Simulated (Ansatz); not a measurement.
Space group P6₃/mmc (No. 194); a = b = 2.6216 Å, c = 4.1619 Å, α = β = 90.00°, γ = 120.00°

| atom | site | symmetry | x | y | z |
|---|---|---|---|---|---|
| Ru | 2d | -6m2 | 0.6667 | 0.3333 | 0.2500 |

The pressure is 30 GPa. The structure is held there; whether it is the stable one at that pressure was not tested.

What linear thermal expansion coefficients do quasi-harmonic lattice dynamics on PBEsol density-functional theory in Ansatz (plane waves, PAW) give at 850 K, and what isobaric heat capacity per mole of formula units and Grüneisen parameter?

α in the basal plane = 3.5 × 10⁻⁶ K⁻¹; α along c = 7.2 × 10⁻⁶ K⁻¹; C_P = 26.7 J/(mol K); γ = 1.87. The crystal is held in this phase throughout; melting and phase transitions are not modelled.

The PAW data sets were generated under PBE and serve the other functionals too.

Ansatz is a quantum-chemistry and plane-wave program.
